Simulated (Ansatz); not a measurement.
Consider the following.

```
SnTe
1.0
    0.00000     3.20463     3.20463
    3.20463     0.00000     3.20463
    3.20463     3.20463     0.00000
Te Sn
1 1
Direct
  0.00000   0.00000   0.00000
  0.50000   0.50000   0.50000
```

No spin polarisation.

A single point on SnTe, its geometry relaxed with PBE.

The values are results of r2SCAN, PAW, 500 eV (Ansatz, an electronic-structure program; no SOC), earlier PAW set, not measurements. k-mesh 13×13×13 (Γ-centred); smearing 0.05 eV (Fermi–Dirac).

Q: Estimate the pressure.

A: -0.76 GPa.

Q: What is the computed gap character?

A: Direct at L.

Single points use the geometry relaxed with PBE. With Te present, leaving out spin-orbit coupling can change the band edges. Stability against distortions was not tested. The cell is SnTe in the rock salt structure (space group Fm-3m, No. 225). A zero or small gap of SnTe can be the functional's error rather than a property of the material.
